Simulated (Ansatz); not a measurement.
Several settings converged on a (001) slab of PtSe2 (cut from a parent of space group no. 164; 6 atoms in the cell)

```xyz
6
Lattice="3.7188 0.0000 0.0000 -1.8594 3.2206 0.0000 0.0000 0.0000 21.6478" Properties=species:S:1:pos:R:3 pbc="T T T"
Pt     0.0000     0.0000     8.2915
Se     0.0000     2.1471     9.5830
Se     1.8594     1.0735     7.0000
Pt     0.0000     0.0000    13.3563
Se     0.0000     2.1471    14.6478
Se     1.8594     1.0735    12.0648
```

Base method: PBE (plane waves, PAW; Ansatz, a quantum-chemistry and plane-wave program).

Base settings: basis.ecutwfc = 420 eV; kpoints.mp_grid.grid = 7 7 1; hamiltonian.xc = pbe; hamiltonian.pseudopotentials = {kind: paw} (the program's default PAW files); scf.occupations.method = fermi_dirac; scf.occupations.width = 0.01 eV.

The count of work is k-points × plane waves × bands × iterations; it is no time. 

**The vacuum**

The mesh stays at the base's, so the ladder's end is converged at best in this setting alone.

Only quantities that move along the ladder and can be compared are tabulated.

```tsv
vacuum between outermost atoms (Å)	free energy less the last step's (meV/atom)	largest difference of a force vector from the last step's (eV/Å)	count of work / last
3.0	1.27	0.105	0.25
4.0	-2.18	0.011	0.31
5.0	-1.17	0.009	0.34
6.0	-0.40	0.004	0.36
7.0	-0.11	0.001	0.39
8.0	-0.02	0.000	0.41
10.0	-0.01	0.000	0.47
12.0	0.00	0.000	0.52
14.0	0.00	0.000	0.58
17.0	0.00	0.000	0.66
20.0	0.00	0.000	0.74
25.0	0.00	0.001	0.87
30.0	0.00	0.000	1.0
```

Smallest vacuum between outermost atoms (Å) that holds the forces within 0.02 eV/Å of the last step, with all finer ones: 4.0, at 0.31 of the last step's count of work; the step before is off by 0.10 eV/Å.

Smallest vacuum between outermost atoms (Å) that holds the free energy within 1 meV/atom of the last step, with all finer ones: 6.0, at 0.36 of the last step's count of work; the step before is off by 1.2 meV/atom.

**The k-point mesh**

Only quantities that move along the ladder and can be compared are tabulated.

```tsv
kpoints.mp_grid.grid	free energy less the last step's (meV/atom)	largest difference of a force vector from the last step's (eV/Å)	gap on the mesh (eV)	count of work / last
2 2 1	-175.15	1.314	1.441	0.056
3 3 1	-21.08	0.205	0.843	0.075
4 4 1	-1.47	0.067	0.604	0.10
5 5 1	-6.73	0.086	0.879	0.12
6 6 1	-3.17	0.038	0.840	0.17
7 7 1	0.78	0.015	0.468	0.20
8 8 1	1.42	0.009	0.344	0.25
9 9 1	0.57	0.008	0.420	0.30
10 10 1	0.05	0.004	0.411	0.35
12 12 1	-0.04	0.000	0.349	0.47
14 14 1	-0.02	0.001	0.348	0.60
16 16 1	0.00	0.000	0.302	0.75
19 19 1	0.00	0.000	0.307	1.0
```

Coarsest kpoints.mp_grid.grid that holds the forces within 0.02 eV/Å of the last step, with all finer ones: 7 7 1, at 0.20 of the last step's count of work; the step before is off by 0.038 eV/Å.

Coarsest kpoints.mp_grid.grid that holds the free energy within 5 meV/atom of the last step, with all finer ones: 6 6 1, at 0.17 of the last step's count of work; the step before is off by 6.7 meV/atom.

The gap on the mesh jumps up and down from mesh to mesh; it is no smooth measure of convergence.

**The plane-wave cutoff**

The mesh stays at the base's, so the ladder's end is converged at best in this setting alone.

Only quantities that move along the ladder and can be compared are tabulated.

```tsv
basis.ecutwfc	free energy less the last step's (meV/atom)	largest difference of a force vector from the last step's (eV/Å)	gap on the mesh (eV)	count of work / last
210 eV	3854.60	0.197	0.403	0.14
250 eV	785.91	0.034	0.442	0.18
295 eV	96.51	0.003	0.462	0.21
355 eV	4.30	0.004	0.467	0.27
420 eV	1.55	0.001	0.468	0.36
505 eV	0.50	0.001	0.468	0.47
630 eV	0.13	0.000	0.468	0.65
840 eV	0.00	0.000	0.468	1.0
```

Coarsest basis.ecutwfc that holds the forces within 0.01 eV/Å of the last step, with all finer ones: 295 eV, at 0.21 of the last step's count of work; the step before is off by 0.034 eV/Å.

Coarsest basis.ecutwfc that holds the gap on the mesh within 0.01 eV of the last step, with all finer ones: 295 eV, at 0.21 of the last step's count of work; the step before is off by 0.026 eV.

Coarsest basis.ecutwfc that holds the free energy within 5 meV/atom of the last step, with all finer ones: 355 eV, at 0.27 of the last step's count of work; the step before is off by 97 meV/atom.

On the base run: the starting cell has typed, rounded lattice constants, without a prior relaxation at this level. The slab is cut from that crystal, and its faces are unrelaxed. Its lattice was rescaled by up to half a per cent. Spin-orbit coupling is off. Spin polarisation is off, though cut faces can carry moments; a gap of a slab can lie between surface states. Another mesh or the band path of this cell gives a smaller gap, so this value is not converged in the mesh.

Left out of this page: 1 run of the series outside the window shown, repeating another row's setting, or not comparable.

Keys are those of Ansatz 0.2.
